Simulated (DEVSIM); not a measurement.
System: Ti/SiO2/p-Ge capacitor, at 300 K.

| layer (left to right) | material | thickness (nm) | Na (cm⁻³) |
|---|---|---|---|
| 1 | SiO2 | 1.90 | - |
| 2 | Ge | 2500 | 5.6e16 |

Metal gate on the left, work function 4.33 eV. Fixed charge at the semiconductor interface -1.2e10 cm⁻² (in units of +e); no interface traps.

Constants are typed, rounded textbook-type inputs, not results; the design itself was drawn at random and stands for no fabricated device. Values at 300 K.

```tsv
parameter	SiO2	Ge
gap (eV)	9	0.664
affinity (eV)	0.9	4
permittivity	3.9	16
Nc (cm⁻³)	-	1.04e19
Nv (cm⁻³)	-	6e18
```

Simulated with DEVSIM: 1D Poisson equation in equilibrium, Boltzmann statistics, complete ionisation; no quantum confinement or tunnelling. Metal contacts follow the ideal Schottky-Mott rule: no Fermi-level pinning, no interface dipoles.

Q: Tabulate band edges, carrier densities and field at 0.1 V on the gate.

A: Energies count from the Fermi level of the right contact; mesh points crowd at the junctions.

```csv
x (μm),Ec (eV),Ev (eV),n (cm⁻³),p (cm⁻³),field (V/cm)
0.000,3.330,-5.670,< 1e2,< 1e2,230000
0.0007346,3.347,-5.653,< 1e2,< 1e2,230000
0.001421,3.363,-5.637,< 1e2,< 1e2,230000
0.002211,0.276,-0.388,2.4e14,1.8e12,55000
0.004412,0.288,-0.376,1.5e14,2.9e12,54000
0.008219,0.308,-0.356,7.0e13,6.3e12,52000
0.01546,0.344,-0.320,1.8e13,2.5e13,47000
0.03749,0.432,-0.232,5.8e11,7.5e14,33000
0.07308,0.512,-0.152,2.6e10,1.7e16,13000
0.1481,0.542,-0.122,8.1e9,5.4e16,470
0.2908,0.543,-0.121,7.8e9,5.6e16,≈ 0
0.7246,0.543,-0.121,7.8e9,5.6e16,≈ 0
1.410,0.543,-0.121,7.8e9,5.6e16,≈ 0
1.948,0.543,-0.121,7.8e9,5.6e16,≈ 0
2.281,0.543,-0.121,7.8e9,5.6e16,≈ 0
2.390,0.543,-0.121,7.8e9,5.6e16,≈ 0
2.448,0.543,-0.121,7.8e9,5.6e16,≈ 0
2.475,0.543,-0.121,7.8e9,5.6e16,≈ 0
2.492,0.543,-0.121,7.8e9,5.6e16,≈ 0
2.498,0.543,-0.121,7.8e9,5.6e16,≈ 0
2.500,0.543,-0.121,7.8e9,5.6e16,≈ 0
2.502,0.543,-0.121,7.8e9,5.6e16,≈ 0
```
